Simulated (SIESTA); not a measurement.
Sensitivity of a calculation on Y4ScSi10 (P6/mmm, 15 atoms in the cell) to its settings

Y$_{4}$ScSi$_{10}$ is taken in the hexagonal space group P6/mmm (No. 191), Pearson symbol hP15. Cell: a = b = 4.0575 Å, c = 19.8568 Å, α = β = 90.00°, γ = 120.00°. Y1 on 2e is surrounded by 12 Si at 3.100–3.105 Å and 1 Sc at 3.856 Å. Y2 on 2e is coordinated by 12 Si at 3.088–3.095 Å. Sc on 1a has 12 Si at 2.969 Å and 2 Y at 3.856 Å. Si1 on 4h is coordinated by 3 Si at 2.343 Å and 3 Sc at 2.969 Å and 3 Y at 3.100 Å. Si2 on 4h has 3 Si at 2.343 Å and 6 Y at 3.095–3.105 Å. Si3 on 2d is coordinated by 3 Si at 2.343 Å and 6 Y at 3.088 Å. (Neighbours: up to the widest gap in distance over summed covalent radii, below 1.35, at either atom; cation-cation and far metal-metal contacts left out.)

Base run A: GGA PBEsol, numerical atomic orbitals DZP, PseudoDojo PBEsol standard norm-conserving potentials (rewritten from UPF to PSML) in SIESTA, self-consistent single point.

Its settings: XC.functional = GGA; XC.authors = PBEsol; potentials = PseudoDojo PBEsol standard; PAO.BasisSize = DZP; PAO.EnergyShift = 0.01 Ry; MeshCutoff = 400 Ry; kgrid.MonkhorstPack = 6 6 1; OccupationFunction = FD; ElectronicTemperature = 100 meV; MaxSCFIterations = 150; SCF.Mixer.Method = Pulay; SCF.Mixer.Weight = 0.1; SCF.Mixer.History = 6; SCF.DM.Tolerance = 1.0E-05.

The starting cell comes from a database of computed structures (which also holds hypothetical and non-ambient phases and stackings), without a prior relaxation at this level. Values carry the incompleteness of an atom-centred basis.

ΔF is the free energy per atom less that of run A. 

Run A gave: pressure (GPa) -2.80; largest force (eV/Å) 0.048; k-points 22.

Runs:
- B: kgrid.MonkhorstPack: 6 6 1 → 2 2 1
- C: lattice scaled by 0.97; MeshCutoff: 400 Ry → 240 Ry
- D: SCF.DM.Tolerance: 1.0E-05 → default; SCF.DM.Converge: default → false; SCF.H.Converge: default → false; SCF.FreeE.Converge: default → true; SCF.FreeE.Tolerance: default → 1.0E-12 eV
- E: PAO.SplitNorm: default → 0.15
- F: MaxSCFIterations: 150 → 300; SCF.Mixer.History: 6 → 5

Q: What does run C change against A?

A: The free energy rises by 12.8 meV/atom, the pressure goes from -2.80 to 6.15 GPa and the largest force goes from 0.048 to 0.062 eV/Å.

```tsv
run	ΔF (meV/atom)	pressure (GPa)	largest force (eV/Å)	k-points
A	0.00	-2.80	0.048	22
B	-14.9	-0.79	0.131	4
C	12.8	6.15	0.062	22
D	0.00	-2.80	0.048	22
E	0.00	-2.80	0.048	22
F	0.00	-2.80	0.048	22
```
